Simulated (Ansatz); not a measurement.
For ZnSe (model structure, started from the BeO type, P4₂/mnm, No. 136, 8 atoms in the cell), LDA in Ansatz (PAW) gives:

```
Item                        Value
-------------------  ------------
lattice parameter a       6.775 Å
c axis length             3.957 Å
bulk modulus B0          64.3 GPa
cohesive energy      3.31 eV/atom
band gap                  1.39 eV
```

Question: What does r²SCAN (plane waves, PAW; Ansatz, a program for electronic structure) give for the same quantities?

Answer: 
- lattice constant a: 6.889 Å (goes up by 1.7 %)
- lattice parameter c: 4.028 Å (grows by 1.8 %)
- bulk modulus: 59.0 GPa (decreases by 8.2 %)
- cohesive energy: 2.80 eV/atom (shrinks by 0.51 eV/atom)
- band gap: 2.01 eV (goes up by 0.62 eV)

Changes are worked out from the printed values.

Unless a cell is named, each level is at its own relaxed cell (LDA 22.71, r²SCAN 23.90 Å³/atom).

Spin–orbit coupling is included only where a level's name says +SOC; with heavier elements it mostly lowers gaps and can invert bands. Density-functional gaps are differences of (generalised) Kohn–Sham levels.

Caveats: the bulk modulus is −V dP/dV from two relaxed cells at ±2 % in volume (LDA, r²SCAN). Ansatz's density-functional and Hartree–Fock values are scalar-relativistic unless marked +SOC, with PAW data made under PBE.

A model structure was made by putting elements into a prototype or built by hand; it is no filed structure, need not be a known phase, and can be a saddle point held by its symmetry.
